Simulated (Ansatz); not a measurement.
## Effect of x(Re) = 0.25, 4 atoms, P4/mmm on Ta

Consider Ta in the bcc (W type) structure (space group Im-3m, No. 229; a = 3.2819 Å).

The other end (x = 1) is Re in the bcc (W type) structure (space group Im-3m, No. 229; a model cell, its experimental status unchecked): 14.68 Å³/atom, gap zero; this end may not be an ambient phase.

One thing is altered: a fraction x = 0.25 of the Ta sites is given to Re, ordered in a cell of 4 atoms (starting symmetry P4/mmm) and fully relaxed.

Calculations: Ansatz (an electronic-structure program) PBEsol, spin-orbit coupling left out. Γ-centred 10×10×14 mesh, Fermi–Dirac width 0.05 eV, for the changed cell.

```tsv
quantity	base	changed	shift
volume per atom	17.68 Å³	16.64 Å³	-1.033 Å³
shortest interatomic distance	2.842 Å	2.786 Å	-0.056 Å
band gap	zero	zero	–
mixing energy (to 0.01 eV only: unlike meshes or grids) (against an end that may be hypothetical)	–	-0.30 eV/atom	–
deviation of the volume from the linear (Vegard-type) interpolation	–	-1.7 %	–
```

Final structure:

```yaml
crystal:
  lattice:
    - [4.55369, 0.00000, 0.00000]
    - [0.00000, 4.55369, 0.00000]
    - [0.00000, 0.00000, 3.21021]
  atoms:
    - { symbol: Ta, position: [0.00000, 0.00000, 0.00000] }
    - { symbol: Ta, position: [0.00000, 0.50000, 0.50000] }
    - { symbol: Ta, position: [0.50000, 0.00000, 0.50000] }
    - { symbol: Re, position: [0.50000, 0.50000, 0.00000] }
```

Cost of the whole job for the changed cell (relaxation, final SCF and bands): roughly 50 core-seconds.

Each cell is one ordered arrangement of few atoms, which overstates ordering effects compared with a random alloy. Whether these cells are dynamically stable was not tested. All final runs are without spin polarisation. This is not the structure that Re has at room temperature and ambient pressure.
